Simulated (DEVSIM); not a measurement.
Structure: illuminated Si n-on-p cell, one wavelength, at 300 K.

Layer 1 from the left is Si, thickness (μm) 0.620, Nd (cm⁻³) 1.7e18, τn (s) 1.8e-5, τp (s) 0.00015, absorption coefficient (cm⁻¹) 12000. Layer 2 from the left is Si, thickness (μm) 140, Na (cm⁻³) 4.3e16, τn (s) 0.00033, τp (s) 0.00033, absorption coefficient (cm⁻¹) 12000.

Left contact: ohmic, minority hole recombination velocity 9e6 cm/s. Right contact: ohmic, minority electron recombination velocity 50000 cm/s. Voltage is applied to the left contact. Recombination: SRH at mid-gap, radiative, Auger. Light enters at the left, 1.4e18 photons cm⁻² s⁻¹, one pass, no reflection. Mobility is μmin + (μ − μmin)/(1 + (N/Nref)^α).

Constants are typed, rounded textbook-type inputs, not results; the design itself was drawn at random and stands for no fabricated device. Values at 300 K.

Si: gap (eV) 1.124, affinity (eV) 4.05, permittivity 11.7, Nc (cm⁻³) 2.86e19, Nv (cm⁻³) 3.1e19, μn (cm²/Vs) 1417, μp (cm²/Vs) 470, μn,min 52, μp,min 45, Nref,n 9.7e16, Nref,p 2.2e17, αn 0.68, αp 0.72, B (cm³/s) 4.7e-15, Cn (cm⁶/s) 2.8e-31, Cp (cm⁶/s) 9.9e-32.

Simulated with DEVSIM: 1D drift-diffusion, Boltzmann statistics, complete ionisation; no tunnelling, impact ionisation, image-force lowering or self-heating.

### Question
What does the simulation give for the potential step across the device at zero bias, the share of generated pairs collected at short circuit?

### Answer
potential step across the device at zero bias 0.881 V; share of generated pairs collected at short circuit 0.707.
